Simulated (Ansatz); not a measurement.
The parent structure is Ti in the hcp (Mg type) structure (space group P6_3/mmc, No. 194; a = 2.8644 Å, c = 4.5373 Å; relaxed with 0.1 eV smearing). Axes: x lies along a and z along c of the hexagonal cell.

Computed with LDA (Ansatz, a program for electronic structure, PAW, no spin-orbit coupling).

Base values:

```
Property                        Result
-----------------------------  -------
Shortest interatomic distance  2.807 Å
Pressure                       0.0 GPa
Band gap                          zero
```

It is then changed as follows: uniaxial strain ε_zz = +2.50 %, all other strain components held at zero; the atoms relax in the strained cell.

Q: How does this affect the energy relative to the base?

A: The energy grows by 6.1 meV/atom.

Q: What happens to the shortest interatomic distance?

A: The shortest interatomic distance grows by 0.046 Å, from 2.807 Å to 2.853 Å.

Q: Predict the new pressure.

A: The pressure (mean of the normal stresses, compression positive) goes from zero to -3.0 GPa.

Q: What happens to the band gap?

A: The band gap stays zero.

No phonon test of stability was made. All final runs are without spin polarisation.
